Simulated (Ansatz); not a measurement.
**Input and output of a self-consistent single point for TiZn (P4mm, 2 atoms in the cell) (Ansatz, a program for electronic structure)**

Level of theory: PBEsol, default PAW files made with PBE (plane waves; Ansatz).

The input file:

Ansatz 0.2 input:
```yaml
crystal:
  lattice:
    - [3.13312100, 0.00000000, 0.00000000]
    - [0.00000000, 3.13312100, 0.00000000]
    - [0.00000000, 0.00000000, 3.13312100]
  atoms:
    - { symbol: Ti, position: [0.50000000, 0.50000000, 0.51595900] }
    - { symbol: Zn, position: [0.00000000, 0.00000000, 0.00000000] }
basis:
  ecutwfc: 420.0
kpoints:
  mp_grid: { grid: [11, 11, 11] }
hamiltonian:
  xc: pbesol
  pseudopotentials: { kind: paw }
scf:
  occupations: { method: gaussian, width: 0.1 }
output:
  forces: true
  eigenvalues: true
  stress: true
```

The program printed (abridged):

```
WARN ansatz: RAYON_NUM_THREADS=1 ignored (pool sized by the plan → 1); use --threads N
Pseudopotentials: kind: paw
Pseudopotential: Ti, paw, valence charge 12
Pseudopotential: Zn, paw, valence charge 12
Crystal: 2 atoms, lattice volume = 30.756 Å³
Basis set: ecut = 420 eV, 619 PW (Γ), exchange–correlation on 48×48×48 points (8 copies of the dense FFT grid, shifted against one another)
Bands: 16, of which v1, the nominal top of the filled ones, is band 12 counted from 1 (11 counted from 0)
Symmetry: 8 space group operations
Space group: P4mm (ITA 99), of the structure as read, at distance tolerance 3.1e-5 Å
k-points: 126 of 1331 (time reversal used)
PAW frozen core: Ti, regenerated for the run's functional, and the local potential with it
PAW frozen core: Zn, regenerated for the run's functional, and the local potential with it
Initial density: superposition of atomic densities (neutral atoms: chi_scale 0, normalization atom), corrected by the library's trained network
Initial wavefunctions: pseudopotential atomic-orbital guess
Eigensolver: davidson
Functional: x = pbesol(κ = 0.804, μ = 0.12345679012345678), c = pbesol(β = 0.046)
SCF iter   1: F=—  HF=-5755.220502 eV  |F-HF|=—  |Δ(HF+E_count)|=         —  Δρ=7.15e-3  dr2=1.50e-2  ethr=1.77e-3  ⟨swp⟩=5.1  Hψ=9466  notcnv=0
all-band conjugate gradients solve this SCF's bands
preconditioner: auto → none
SCF iter   2: F=—  HF=-5755.216364 eV  |F-HF|=—  |Δ(HF+E_count)|=   4.14e-3  Δρ=1.94e-3  dr2=6.76e-4  ethr=6.27e-5  ⟨swp⟩=2.2  Hψ=3859  notcnv=0
SCF iter   3: F=—  HF=-5755.216319 eV  |F-HF|=—  |Δ(HF+E_count)|=   4.49e-5  Δρ=6.03e-4  dr2=3.84e-5  ethr=2.82e-6  ⟨swp⟩=3.0  Hψ=3531  notcnv=0
SCF iter   4: F=—  HF=-5755.216330 eV  |F-HF|=—  |Δ(HF+E_count)|=   1.11e-5  Δρ=2.84e-4  dr2=1.31e-5  ethr=1.60e-7  ⟨swp⟩=2.0  Hψ=2991  notcnv=0
iter 5 did not close the SCF: its close was put off for the readings that it lacked (scf_convergence_deferred on its scf_iter line)
SCF iter   5: F=-5755.216326 eV  HF=-5755.216326 eV  |F-HF|=1.24e-8  |Δ(HF+E_count)|=   3.99e-6  Δρ=2.46e-5  dr2=8.85e-8  ethr=5.44e-8  ⟨swp⟩=2.0  Hψ=2752  notcnv=0
SCF iter   6: F=-5755.216326 eV  HF=-5755.216326 eV  |F-HF|=1.11e-8  |Δ(HF+E_count)|=   3.67e-9  Δρ=5.83e-6  dr2=1.36e-8  ethr=3.69e-10  ⟨swp⟩=2.6  Hψ=7112  notcnv=0
SCF 1 converged in 6 iterations: F = -5755.216326 eV  dr2 = 1.36e-8
SCF converged after 6 iterations
Free energy (F): -5755.216326 eV
Harris-Foulkes:  -5755.216326 eV  (|F-HF|=1.11e-8)
Internal energy: -5755.213992 eV  (E = F + TS)
E sigma→0 (E₀):  -5755.215159 eV
Entropy (-TS):   -0.002334 eV (-1.167 meV/atom)
Fermi energy:    12.780905 eV
--- Per-component energies (eV) ---
  E_band       = -90.450917
  E_kinetic    = 403.636525
  E_local      = -2276.830291  (includes V_loc(G=0)·N_el)
  E_nonlocal   = 617.965205
  E_hartree    = 948.182633
  E_xc         = -234.207269
  E_vxc        = -176.300909  (∫ρ·V_xc dr)
  E_paw        = -2806.747941  (= ΣΔE_a)
  E_vpaw       = -555.284385  (= ΣTr[D̂ρ^β])
  E_aug_tail   = -0.000192  (compensation charges beyond the density's cutoff)
  E_ewald      = -2408.149400
  E_core_change = 0.936739  (= ΣΔE_core)
  E_smearing   = -0.002334  (= −TS)
  E_closure    = -0.000000  (closes the sum)
  Σ components = -5755.216326   (vs F -5755.216326, Δ=0.00e0)
--- Forces (eV/Å), atoms counted from 1 ---
  atom   1  Ti     0.00000000     0.00000000    -0.24621068
  atom   2  Zn    -0.00000000     0.00000000     0.24621712
  max |Σ_I F_I| component: 6.44e-6 eV/Å
--- Stress (GPa, compression-positive) ---
       -3.711524       0.000000      -0.000000
        0.000000      -3.711524       0.000000
       -0.000000       0.000000      -3.787324
  P = ⅓ Tr σ = -3.7368 GPa (-37.368 kbar)
  The stress holds the Pulay correction. Without it, at fixed plane waves, as pw.x and ABINIT print it: P = -3.7874 GPa
--- Band table (eV; the first three rows and the last of 126) ---
  k-point 0: bands = ["-43.9412", "-20.2127", "-20.2122", "-20.2122", "4.2802", "5.4349", "5.4368", "5.9063", "5.9079", "5.9079", "12.2306", "12.2375", "14.9466", "14.9466", "14.9485", "19.0835"]
  k-point 1: bands = ["-43.9398", "-20.2281", "-20.2110", "-20.2110", "4.4204", "5.4475", "5.4660", "5.9000", "5.9000", "5.9103", "12.2143", "12.2469", "14.7545", "14.7545", "14.9468", "18.3888"]
  k-point 2: bands = ["-43.9360", "-20.2694", "-20.2076", "-20.2076", "4.8223", "5.4813", "5.5588", "5.8789", "5.8789", "5.9209", "12.0579", "12.2727", "14.3271", "14.3271", "14.9423", "17.1241"]
  k-point 125: bands = ["-43.8909", "-20.3530", "-20.3526", "-20.3525", "5.5839", "5.5956", "5.5960", "6.1545", "6.1545", "10.2846", "10.5684", "10.5708", "15.0850", "15.5330", "15.5332", "17.5805"]
```

The run converged in 6 iterations.

The starting cell comes from a database of computed structures (which also holds hypothetical and non-ambient phases and stackings), without a prior relaxation at this level. Its lattice was rescaled by up to half a per cent. One atom was moved a little off its site on purpose. Spin polarisation is off. With a pressure of about -4 GPa the cell is away from its equilibrium volume at this level. Ansatz's pressure includes its estimate of the finite-basis (Pulay) stress.
